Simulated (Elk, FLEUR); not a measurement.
An Elk input for a self-consistent single point of Hg3Ge (P6_3/mmc, 8 atoms in the cell) (DFT, LDA (PW92), all-electron FP-LAPW, Elk's shipped species files, APW+lo basis with extra local orbitals):

```
tasks
  0

rgkmax
  8.0

gmaxvr
  16.0

nxlo
  2

lorbcnd
  .true.

lmaxi
  3

stype
  0

swidth
  0.00367493

maxscl
  100

scale
  11.98284946

avec
    1.0000000000   -0.0000000341    0.0000000000
   -0.4999999705    0.8660254208    0.0000000000
    0.0000000000    0.0000000000    0.8109531241

atoms
  2
  'Ge.in'
  2
  0.6666666667  0.3333333333  0.2500000000    0.0 0.0 0.0
  0.3333333333  0.6666666667  0.7500000000    0.0 0.0 0.0
  'Hg.in'
  6
  0.3372790000  0.1686390000  0.7500000000    0.0 0.0 0.0
  0.6627190000  0.8313590000  0.2500000000    0.0 0.0 0.0
  0.1686390000  0.3372790000  0.2500000000    0.0 0.0 0.0
  0.8313590000  0.6627190000  0.7500000000    0.0 0.0 0.0
  0.8313590000  0.1686390000  0.7500000000    0.0 0.0 0.0
  0.1686390000  0.8313590000  0.2500000000    0.0 0.0 0.0

ngridk
  3 3 4
```

### Question
Translate this input to FLEUR.

### Answer
This is the input that was run; spellings and numerical settings could be chosen otherwise.

Input of the input generator:

```
scf Hg3Ge
&input film=f /
11.9828494566 -0.0000004085 0.0000000000
-5.9914243746 10.3774522434 0.0000000000
0.0000000000 0.0000000000 9.7175292020
1.0
1.0 1.0 1.0

8
32 0.6666666667 0.3333333333 0.2500000000
32 0.3333333333 0.6666666667 0.7500000000
80 0.3372800000 0.1686400000 0.7500000000
80 0.6627200000 0.8313600000 0.2500000000
80 0.1686400000 0.3372800000 0.2500000000
80 0.8313600000 0.6627200000 0.7500000000
80 0.8313600000 0.1686400000 0.7500000000
80 0.1686400000 0.8313600000 0.2500000000

&comp jspins=1 /
&exco xctyp='vwn' /
&kpt div1=3 div2=3 div3=4 gamma=t /
&end /
```

```xml
<?xml version="1.0" encoding="UTF-8" standalone="no"?>
<fleurInput fleurInputVersion="0.39">
   <comment>
      scf Hg3Ge                                                                                           
   </comment>
   <calculationSetup>
      <cutoffs Kmax="3.8" Gmax="11.4" GmaxXC="11.4" numbands="0"/>
      <scfLoop itmax="60" minDistance="0.00001" maxIterBroyd="15" imix="Anderson" alpha="0.05" precondParam="0.0" spinf="2.0"/>
      <coreElectrons ctail="T" frcor="F" kcrel="0" coretail_lmax="0"/>
      <xcFunctional name="vwn" relativisticCorrections="F"/>
      <magnetism jspins="1"/>
      <soc l_soc="F" theta="0.0" phi="0.0" spav="F"/>
      <expertModes spex="0" secvar="F"/>
      <geometryOptimization l_f="T" forcealpha="1.0" forcemix="BFGS" epsdisp="0.00001" epsforce="0.00001"/>
      <ldaU l_linMix="F" mixParam="0.05" spinf="1.0"/>
   </calculationSetup>
   <cell>
      <bzIntegration valenceElectrons="136.0" mode="gauss" fermiSmearingEnergy="0.00367493">
         <kPointListSelection listName="default-1"/>
         <!-- k-points included here -->
         <xi:include xmlns:xi="http://www.w3.org/2001/XInclude" href="kpts.xml"> </xi:include>
      </bzIntegration>
      <!-- symmetry operations included here -->
      <xi:include xmlns:xi="http://www.w3.org/2001/XInclude" href="sym.xml"> </xi:include>
      <bulkLattice scale="1.0">
         <bravaisMatrix>
            <row-1>   11.9828494566000003    -0.0000004085000000     0.0000000000000000</row-1>
            <row-2>   -5.9914243746000002    10.3774522434000005     0.0000000000000000</row-2>
            <row-3>    0.0000000000000000     0.0000000000000000     9.7175292019999997</row-3>
         </bravaisMatrix>
      </bulkLattice>
   </cell>
   <atomSpecies>
      <species name="Germanium (Ge)" element="Ge" atomicNumber="32">
         <mtSphere radius="2.68" gridPoints="925" logIncrement="0.014"/>
         <atomicCutoffs lmax="10" lnonsphr="8"/>
         <electronConfig flipSpins="F">
            <coreConfig>(1s1/2) (2s1/2) (2p1/2) (2p3/2) (3s1/2) (3p1/2) (3p3/2)</coreConfig>
            <valenceConfig>(4s1/2) (3d3/2) (3d5/2) (4p1/2) (4p3/2)</valenceConfig>
            <stateOccupation state="(4p1/2)" spinUp="0.3333333333333" spinDown="0.3333333333333"/>
            <stateOccupation state="(4p3/2)" spinUp="0.6666666666667" spinDown="0.6666666666667"/>
         </electronConfig>
         <energyParameters s="4" p="4" d="3" f="4"/>
         <lo type="HELO" l="2" n="4" eDeriv="0"/>
      </species>
      <species name="Mercury (Hg)" element="Hg" atomicNumber="80">
         <mtSphere radius="2.68" gridPoints="925" logIncrement="0.015"/>
         <atomicCutoffs lmax="10" lnonsphr="8"/>
         <electronConfig flipSpins="F">
            <coreConfig>(1s1/2) (2s1/2) (2p1/2) (2p3/2) (3s1/2) (3p1/2) (3p3/2) (4s1/2) (3d3/2) (3d5/2) (4p1/2) (4p3/2) (5s1/2) (4d3/2) (4d5/2) (4f5/2) (4f7/2)</coreConfig>
            <valenceConfig>(5p1/2) (5p3/2) (6s1/2) (5d3/2) (5d5/2)</valenceConfig>
         </electronConfig>
         <energyParameters s="6" p="6" d="5" f="5"/>
         <lo type="SCLO" l="1" n="5" eDeriv="0"/>
         <lo type="HELO" l="2" n="6" eDeriv="0"/>
      </species>
   </atomSpecies>
   <atomGroups>
      <atomGroup species="Germanium (Ge)">
         <relPos label="                   1">-1.000/3.000 1.000/3.000 1.000/4.000</relPos>
         <relPos label="                   2">1.000/3.000 -1.000/3.000 -1.000/4.000</relPos>
         <force calculate="T" relaxXYZ="TTT"/>
      </atomGroup>
      <atomGroup species="Mercury (Hg)">
         <relPos label="                   3">.3372800000 .1686400000 -1.000/4.000</relPos>
         <relPos label="                   4">-.3372800000 -.1686400000 1.000/4.000</relPos>
         <relPos label="                   5">.1686400000 .3372800000 1.000/4.000</relPos>
         <relPos label="                   6">-.1686400000 -.3372800000 -1.000/4.000</relPos>
         <relPos label="                   7">-.1686400000 .1686400000 -1.000/4.000</relPos>
         <relPos label="                   8">.1686400000 -.1686400000 1.000/4.000</relPos>
         <force calculate="T" relaxXYZ="TTT"/>
      </atomGroup>
   </atomGroups>
   <output dos="F" band="F" slice="F">
      <checks vchk="F" cdinf="F"/>
      <bandDOS minEnergy="-.5*Htr" maxEnergy="0.5*Htr" sigma="0.015" storeEVData="T"/>
      <vacuumDOS vacdos="F" integ="F" star="F" nstars="0" locx1="0.0" locy1="0.0" locx2="0.0" locy2="0.0" nstm="0" tworkf="0.0"/>
      <unfoldingBand unfoldBand="F" supercellX="1" supercellY="1" supercellZ="1"/>
      <plotting iplot="0" polar="F">
         <plot TwoD="T" vec1="  1.0  0.0  0.0" vec2="  0.0  1.0  0.0" vec3="  0.0  0.0  1.0" zero="  0.0  0.0  0.0" file="plot"/>
      </plotting>
      <chargeDensitySlicing numkpt="0" minEigenval="0.0" maxEigenval="0.0" nnne="0" pallst="F"/>
      <specialOutput eonly="F"/>
      <magneticCircularDichroism mcd="F" energyLo="-10.0" energyUp="0.0"/>
   </output>
  <!-- We include the file relax.xml here to enable relaxations (see documentation) -->
  <xi:include xmlns:xi="http://www.w3.org/2001/XInclude" href="relax.xml"> <xi:fallback/> </xi:include>
</fleurInput>
```

Basis, cutoffs, solver keys and any potentials are the target program's own. This input uses DFT, LDA (Vosko-Wilk-Nusair), all-electron FLAPW (FLEUR), scalar-relativistic valence. LDA parametrisations can differ slightly between programs.

The starting cell comes from a database of computed structures (which also holds hypothetical and non-ambient phases and stackings), without a prior relaxation at this level. For this run, on top of that: lattice scaled by 0.98.
